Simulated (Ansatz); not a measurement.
Phonon-limited transport in YSe (Fm-3m)

Data:

```yaml
crystal:
  lattice:
    - [0.00000, 2.84493, 2.84493]
    - [2.84493, 0.00000, 2.84493]
    - [2.84493, 2.84493, 0.00000]
  atoms:
    - { symbol: Y, position: [0.50000, 0.50000, 0.50000] }
    - { symbol: Se, position: [0.00000, 0.00000, 0.00000] }
```

All values below come from PBEsol, DFPT electron-phonon coupling, linearised Boltzmann equation (plane waves, PAW, scalar-relativistic; Ansatz, a first-principles code). Cell: relaxed with this functional, without spin-orbit coupling.

- resistivity at 300 K = 30 μΩ·cm
- resistivity at 77 K = 5.8 μΩ·cm
- electron mean free path at 300 K (weighted by the current that each state carries) = 3.7 nm
- density of states at the Fermi level = 0.50 states/(eV·spin·cell)
- Drude plasma energy = 6.4 eV
- Hall coefficient at 300 K = -23 ×10⁻¹¹ m³/C

A metal at this level (no band gap). Only scattering by harmonic phonons is included (no impurities, grain boundaries, electron-electron scattering or thermal expansion). Spin-orbit coupling is left out. The squared frequency of the phonon mode least converged on the k mesh is uncertain by 41 %. Halving the electron mesh (24x24x24) moves the resistivity by up to 6 % at 300 K, the mean free path by up to 4 %. Smearing 0.20 eV; phonons on a 4x4x4 q mesh, which this run doesn't test and which matters most at low temperature.

Formula and space group known from diffraction (Crystallography Open Database), not checked to be the room-temperature form: YSe (Fm-3m).
